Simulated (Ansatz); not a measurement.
Consider TiO$_{2}$ in the anatase structure (space group I4_1/amd, No. 141; a = 3.798 Å, c = 9.704 Å). Axes: x, y, z lie along a, b, c of the conventional cell.

(Cell as relaxed with PBE.)

Levels (all Ansatz, an electronic-structure program, PAW, earlier PAW set): PBE (420 eV, without spin-orbit coupling); r2SCAN (500 eV, scalar-relativistic without spin-orbit coupling).

Each level relaxes its own structure.

| base | PBE | r2SCAN |
|---|---|---|
| volume per atom | 11.67 Å³ | 11.41 Å³ |
| lattice parameter a | 3.798 Å | 3.778 Å |
| band gap | 2.13 eV | 2.53 eV |

One thing is altered: the cell is stretched by 4.62 % along z with no lateral relaxation; the atoms relax in the strained cell.

| quantity | PBE | r2SCAN |
|---|---|---|
| band gap | 2.22 eV | [?] |
| stress (xx, yy, zz, yz, xz, xy; compression positive) | (-6.08, -6.08, -8.41, 0.00, 0.00, 0.00) GPa | [?] |
| smallest direct gap | 2.42 eV | [?] |

### Question
What does r2SCAN give?

### Answer

- band gap, r2SCAN: 2.63 eV
- stress (xx, yy, zz, yz, xz, xy; compression positive), r2SCAN: (-6.59, -6.59, -9.24, 0.00, 0.00, 0.00) GPa
- smallest direct gap, r2SCAN: 2.85 eV

PBE's band gap lies 0.41 eV below r2SCAN's; PBE's smallest direct gap lies 0.43 eV below r2SCAN's. Neither level is exact; r2SCAN is the comparison here, not a measurement.

No phonon test of stability was made. All final runs are without spin polarisation.
